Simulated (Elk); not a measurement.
Worked example: self-consistent single point of Li3Cu (I4/mmm, 4 atoms in the cell) in Elk.

Computed with PBEsol, all-electron FP-LAPW, Elk's shipped species files, LAPW+lo basis (Elk 10.2.4).

```xyz
4
Lattice="-2.0234 2.0234 3.5922 2.0234 -2.0234 3.5922 2.0234 2.0234 -3.5922" Properties=species:S:1:pos:R:3 pbc="T T T"
Li     0.0000     2.0234     1.7961
Li     2.0234     0.0000     1.7961
Li     0.0000     0.0000     3.5922
Cu     0.0000     0.0000     0.0000
```

Reference input (self-consistent single point, DFT, PBEsol, all-electron FP-LAPW, Elk's shipped species files, APW+lo basis with extra local orbitals): xctype = 22; rgkmax = 7.5; stype = 0; swidth = 0.00183747 Ha; ngridk = 7 7 7; gmaxvr = 16 1/bohr; nxlo = 2; lorbcnd = true; lmaxi = 3. This run's input differs from it in these lines:

```diff
@@ -12,7 +12,4 @@
 
-nxlo
-  2
-
-lorbcnd
-  .true.
+nxoapwlo
+  1
```

Output (repeated stretches shortened):

```
│ Self-consistent loop started │
│ Loop number : 1 │
 total energy                :     -1638.67176939
│ Loop number : 2 │
 total energy                :     -1644.04760059
RMS change in Kohn-Sham potential (target) :    24.97886701     (  0.1000000000E-05)
Absolute change in total energy (target)   :    5.375831197     (  0.1000000000E-03)
│ Loop number : 3 │
 total energy                :     -1517.48341989
RMS change in Kohn-Sham potential (target) :    25.41780124     (  0.1000000000E-05)
Absolute change in total energy (target)   :    125.2202229     (  0.1000000000E-03)
│ Loop number : 4 │
   [... lines left out ...]
Absolute change in total energy (target)   :   0.3445071798E-04 (  0.1000000000E-03)
│ Loop number : 25 │
 total energy                :     -1676.11049792
RMS change in Kohn-Sham potential (target) :   0.1901229916E-05 (  0.1000000000E-05)
Absolute change in total energy (target)   :   0.1327859741E-04 (  0.1000000000E-03)
│ Loop number : 26 │
 total energy                :     -1676.11052527
RMS change in Kohn-Sham potential (target) :   0.4784218365E-06 (  0.1000000000E-05)
Absolute change in total energy (target)   :   0.3067580360E-04 (  0.1000000000E-03)
Convergence targets achieved

│ Loop number : 27 │

Energies :
 Fermi                       :     0.766609212186E-01
 total energy                :     -1676.11053717

Density of states at Fermi energy :    29.51016394
 (states/Hartree/unit cell)

Estimated indirect band gap :   0.1077602394E-02
 from k-point     16 to k-point     16
Estimated direct band gap   :   0.1077602394E-02
 at k-point     16

Charges :
 core                        :    12.00000000
 valence                     :    26.00000000
 interstitial                :    3.443979610
 muffin-tins (core leakage)
  species :    1 (Li)
   atom    1                 :    2.166693603     (   0.000000000    )
   atom    2                 :    2.166693603     (   0.000000000    )
   atom    3                 :    2.153966386     (   0.000000000    )
  species :    2 (Cu)
   atom    1                 :    28.06866680     (  0.1609701934E-03)
 total in muffin-tins        :    34.55602039
 total calculated charge     :    37.99448385
 total charge                :    38.00000000
 error                       :   0.5516146346E-02

│ Self-consistent loop stopped │
```

The run converged in 27 iterations. The count includes the last loop, which Elk runs after its targets are met. Against the reference run the total energy rises by 25.3 meV/atom.

The starting cell comes from a database of computed structures (which also holds hypothetical and non-ambient phases and stackings), without a prior relaxation at this level. Spin polarisation is off. Values depend on the basis (sphere radii, cutoffs, local orbitals), which need not be converged. The log's line on a gap gives a spacing of levels on this mesh, which the program prints for metals too.

Cost on one core of a shared machine: roughly 3 min.
